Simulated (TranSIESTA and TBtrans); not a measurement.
# Ge chain with one S atom inserted

System: Ge chain with one S atom inserted. Leads: straight Ge chain, spacing 2.28 Å. Geometry: 3 atoms about the centre moved by SIESTA (PBE, DZP) to a largest force of 0.03 eV/Å, all others as built, motion along the axis alone.

TranSIESTA and TBtrans, PBE, DZP numerical orbitals (energy shift 0.15 eV), PseudoDojo norm-conserving scalar-relativistic potentials, mesh cutoff 200 Ry, 300 K, no spin polarisation, no spin-orbit coupling; self-consistent non-equilibrium Green functions.

* **Conductance at 300 K (G0 = 2e²/h)**: 2.50
* **Mean T from −0.5 to 0.5 eV**: 2.43

Energies count from the leads' Fermi level. Transmissions are for one spin of a degenerate pair. The energy step is 0.01 eV; narrower resonances are cut or missed.

```
E (eV)     T  lead channels
------  ----  -------------
-1.95   0.97              1
-1.80   0.99              1
-1.65   1.00              1
-1.50   1.00              1
-1.35   0.99              1
-1.20   1.15              3
-1.05   1.32              3
-0.90   1.51              3
-0.75   1.72              3
-0.60   1.95              3
-0.45   2.17              3
-0.30   2.33              3
-0.15   2.44              3
0.00    2.50              3
0.15    2.52              3
0.30    2.52              3
0.45    2.50              3
0.60    2.47              3
0.75    2.43              3
0.90    2.40              3
1.05    2.36              3
1.20    2.33              3
1.35    2.30              3
1.50    2.27              3
1.65    2.25              3
1.80    2.22              3
1.95    2.20              3
```

The straight chain is held at its spacing; free chains may zigzag or dimerise. No spin-polarised start was tried, so a magnetic state, if there is one, is missed.
